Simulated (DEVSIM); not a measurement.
System: abrupt Ge n-p junction, at 400 K.

| layer (left to right) | material | thickness (μm) | Nd (cm⁻³) | Na (cm⁻³) | τn (s) | τp (s) |
|---|---|---|---|---|---|---|
| 1 | Ge | 0.460 | 7.2e14 | - | 2.1e-7 | 2.1e-7 |
| 2 | Ge | 0.360 | - | 2e17 | 2.1e-7 | 2.1e-7 |

Left contact: ohmic. Right contact: ohmic. Voltage is applied to the left contact. Recombination: SRH at mid-gap, radiative, Auger. Mobility is constant in doping.

The device is made up for the run: typed textbook-type constants, with dimensions and the other settings drawn at random. Values at 300 K; Nc and Nv go as T^1.5, mobilities as T to minus their exponent, the gap by Varshni's rule with the affinity fixed.

```tsv
parameter	Ge
gap (eV)	0.664
affinity (eV)	4
permittivity	16
Nc (cm⁻³)	1.04e19
Nv (cm⁻³)	6e18
μn (cm²/Vs)	3900
μp (cm²/Vs)	1900
T exponent of μn	1.66
T exponent of μp	2.33
B (cm³/s)	6.4e-14
Cn (cm⁶/s)	1e-31
Cp (cm⁶/s)	1e-31
Varshni α (eV/K)	0.000477
Varshni β (K)	235
```

Simulated with DEVSIM: 1D drift-diffusion, Boltzmann statistics, complete ionisation; no tunnelling, impact ionisation, image-force lowering or self-heating.

Problem. Tabulate band edges, carrier densities and field at zero bias.

Solution. Energies count from the Fermi level of the right contact; mesh points crowd at the junctions.

```csv
x (μm),Ec (eV),Ev (eV),n (cm⁻³),p (cm⁻³),field (V/cm)
0.000,0.313,-0.311,1.8e15,1.1e15,260
0.01185,0.313,-0.311,1.8e15,1.1e15,270
0.03098,0.314,-0.310,1.8e15,1.1e15,280
0.05646,0.314,-0.310,1.7e15,1.2e15,310
0.1120,0.316,-0.308,1.6e15,1.2e15,440
0.1806,0.321,-0.303,1.5e15,1.4e15,790
0.2649,0.331,-0.293,1.1e15,1.9e15,1800
0.3537,0.356,-0.268,5.3e14,3.8e15,4300
0.3944,0.378,-0.247,2.8e14,7.2e15,6800
0.4250,0.403,-0.221,1.3e14,1.5e16,11000
0.4439,0.428,-0.197,6.6e13,3.1e16,15000
0.4610,0.461,-0.163,2.5e13,8.1e16,22000
0.4747,0.481,-0.143,1.4e13,1.4e17,8700
0.4927,0.489,-0.135,1.1e13,1.8e17,2200
0.5313,0.492,-0.132,1.0e13,2.0e17,100
0.5732,0.492,-0.132,1.0e13,2.0e17,≈ 0
0.6400,0.492,-0.132,1.0e13,2.0e17,≈ 0
0.6965,0.492,-0.132,1.0e13,2.0e17,≈ 0
0.7555,0.492,-0.132,1.0e13,2.0e17,≈ 0
0.7852,0.492,-0.132,1.0e13,2.0e17,≈ 0
0.8038,0.492,-0.132,1.0e13,2.0e17,≈ 0
0.8200,0.492,-0.132,1.0e13,2.0e17,≈ 0
```
